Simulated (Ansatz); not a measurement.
Input and output of a self-consistent single point for As (R-3m, 2 atoms in the cell) (Ansatz, a first-principles code).

Computed with PBE, PAW files (plane waves; Ansatz).

The change in words: lattice scaled by 0.98. Reference geometry:
```
As
1.0
    1.87741     1.08392     3.70434
   -1.87741     1.08392     3.70434
    0.00000    -2.16785     3.70434
As
2
Cartesian
  0.00000   0.00000   2.49409
  0.00000   0.00000   8.61892
```

Reference input (self-consistent single point, DFT, PBE, plane waves, PAW files): kpoints.mp_grid.grid = 11 11 11; hamiltonian.xc = pbe; hamiltonian.pseudopotentials = {kind: paw} (the program's default PAW files); scf.occupations.method = fermi_dirac; scf.occupations.width = 0.1 eV. This run's input differs from it in these lines:

```diff
@@ -2,5 +2,5 @@
   lattice:
-    - [1.877410, 1.083923, 3.704337]
-    - [-1.877410, 1.083923, 3.704337]
-    - [0.000000, -2.167846, 3.704337]
+    - [1.839862, 1.062245, 3.630250]
+    - [-1.839862, 1.062245, 3.630250]
+    - [0.000000, -2.124489, 3.630250]
   atoms:
```

The program printed (abridged):

```
SCF iter   1: F=—  HF=-9712.223416 eV  |F-HF|=—  |Δ(HF+E_count)|=         —  Δρ=2.57e-2  dr2=1.85e-1  ethr=3.10e-3  ⟨swp⟩=5.2  Hψ=13036  notcnv=0
all-band conjugate gradients solve this SCF's bands
preconditioner: auto → Kerker (q_TF=auto, 2.574 Å⁻¹)
SCF iter   2: F=—  HF=-9712.218010 eV  |F-HF|=—  |Δ(HF+E_count)|=   5.41e-3  Δρ=1.65e-2  dr2=8.31e-2  ethr=6.16e-4  ⟨swp⟩=2.0  Hψ=4167  notcnv=0
   [... lines left out ...]
SCF iter   5: F=—  HF=-9712.214463 eV  |F-HF|=—  |Δ(HF+E_count)|=   5.96e-4  Δρ=4.50e-4  dr2=1.09e-4  ethr=3.80e-6  ⟨swp⟩=2.0  Hψ=3507  notcnv=0
SCF iter   6: F=—  HF=-9712.214569 eV  |F-HF|=—  |Δ(HF+E_count)|=   1.05e-4  Δρ=9.17e-5  dr2=3.64e-6  ethr=3.64e-7  ⟨swp⟩=2.7  Hψ=4562  notcnv=0
SCF iter   7: F=—  HF=-9712.214574 eV  |F-HF|=—  |Δ(HF+E_count)|=   5.14e-6  Δρ=2.96e-5  dr2=2.60e-7  ethr=1.21e-8  ⟨swp⟩=2.0  Hψ=5003  notcnv=0
SCF iter   8: F=-9712.214574 eV  HF=-9712.214574 eV  |F-HF|=2.66e-8  |Δ(HF+E_count)|=   3.55e-7  Δρ=8.04e-6  dr2=3.29e-8  ethr=3.33e-10  ⟨swp⟩=5.2  Hψ=11323  notcnv=0
SCF 1 converged in 8 iterations: F = -9712.214574 eV  dr2 = 3.29e-8
Free energy (F): -9712.214574 eV
Internal energy: -9712.204325 eV  (E = F + TS)
E sigma→0 (E₀):  -9712.209449 eV
Entropy (-TS):   -0.010250 eV (-5.125 meV/atom)
Fermi energy:    10.616333 eV
--- Forces (eV/Å), atoms counted from 1 ---
  atom   1  As    -0.00000000     0.00000003     0.73996349
  atom   2  As     0.00000000    -0.00000003    -0.73996349
--- Stress (GPa, compression-positive) ---
        7.549834      -0.000000      -0.000000
       -0.000000       7.549834      -0.000000
       -0.000000      -0.000000       5.126949
  P = ⅓ Tr σ = 6.7422 GPa (67.422 kbar)
  The stress holds the Pulay correction. Without it, at fixed plane waves, as pw.x and ABINIT print it: P = 6.7112 GPa
```

The run converged in 8 iterations. Against the reference run the free energy goes up by 34.4 meV/atom, the pressure goes from 1.79 to 6.74 GPa and the largest force goes from 0.250 to 0.740 eV/Å.

The starting cell comes from a database of computed structures (which also holds hypothetical and non-ambient phases and stackings), without a prior relaxation at this level. For this run, on top of that: lattice scaled by 0.98. With a pressure of about 7 GPa the cell is away from its equilibrium volume at this level. Ansatz's pressure includes its estimate of the finite-basis (Pulay) stress.

Keys are those of Ansatz 0.2.
